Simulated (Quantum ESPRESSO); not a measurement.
## Equation of state of Cu3Au-type Al3Sc (space group 221): energy against volume (Quantum ESPRESSO, PBE)

```
CELL_PARAMETERS angstrom
      4.02710     0.00000     0.00000
      0.00000     4.02710     0.00000
      0.00000     0.00000     4.02710
ATOMIC_POSITIONS crystal
  Sc 0.00000 0.00000 0.00000
  Al 0.00000 0.50000 0.50000
  Al 0.50000 0.00000 0.50000
  Al 0.50000 0.50000 0.00000
```

Computed with PBE, GBRV 1.5 ultrasoft (PBE) pseudopotentials (plane waves; Quantum ESPRESSO). Settings: ecutwfc = 65 Ry; ecutrho = 520 Ry; occupations = smearing; smearing = fd; degauss = 0.0036749 Ry; potentials = {Sc: sc_pbe_v1.uspp.F.UPF, Al: al_pbe_v1.uspp.F.UPF}; K_POINTS = automatic 14 14 14 0 0 0; conv_thr = 1e-10 Ry. The cell above is the first row's. The rows scale it uniformly. In all rows fractional positions and the k mesh are held. E is the free energy at the stated smearing, counted from the lowest row.

```
V (Å^3/atom)  E (meV/atom)
------------  ------------
16.327                   ?
16.682                5.70
17.037                0.73
17.392                0.00
17.747                3.08
18.102                9.58
18.457               19.16
18.812               31.50
19.167               46.31
```

The 8 complete rows are fitted with the third-order Birch-Murnaghan form, a cubic in V^(-2/3), E against V. With u = V^(-2/3) - 0.146, the rows have u = 0.007168, 0.005033, 0.002971, 0.000977, -0.000951, -0.002817, -0.004624, -0.006375. Least squares gives E = 5.944 - 3385.23·u + 464754·u² + 388692·u³. Residuals (row less fit): -0.001, 0.002, 0.001, -0.001, -0.003, 0.000, 0.004, -0.002; standard error 0.003 (degrees of freedom: 4). Its minimum lies at u = 0.003625, so V0 = (0.149625)^(-3/2) = 17.28. There d²E/du² = 938000 and d³E/du³ = 2332000, so B0 = (4/9) × 17.28^(-7/3) × 938000 × 0.160218 = 86.5 GPa (the last factor turns the table's units into GPa), and B0' = 4 + (2/3) × 0.149625 × (2332000)/938000 = 4.2. The program's pressures in the fitted runs (not shown) pass through zero at V = 17.28, 0.00 % from this V0.

Problem. What does the fit predict for E at V = 16.327, and how far is the calculated value from it?

Solution. u = 0.009380, so E = 5.944 - 3385.23 × 0.009380 + 464754 × 0.009380² + 388692 × 0.009380³ = 15.402 meV/atom. The calculation gives 15.38 meV/atom, 0.022 meV/atom below the prediction (under 0.05 % of the range of E in the table). The row lies outside the fitted rows, so this is an extrapolation. From the scatter of the fitted rows alone, a prediction at this place has a standard error of 0.009 meV/atom, so the miss is 2.5 times that.

Carrying the step between the two nearest rows on in a straight line would have given 10.67, off by 4.71; series whose last step already gives the withheld value aren't shown. The scan was laid around a cell of about the measured size, scaled by a guess for this functional. The runs keep the symmetry of the cell, so they don't test it for distortions. Cutoffs and mesh are single choices, not tested for convergence of this quantity. Series with a scatter that would blur these digits, or in which a gap closes, are not shown. Nor are scans whose minimum lies at an end fitted in this form.
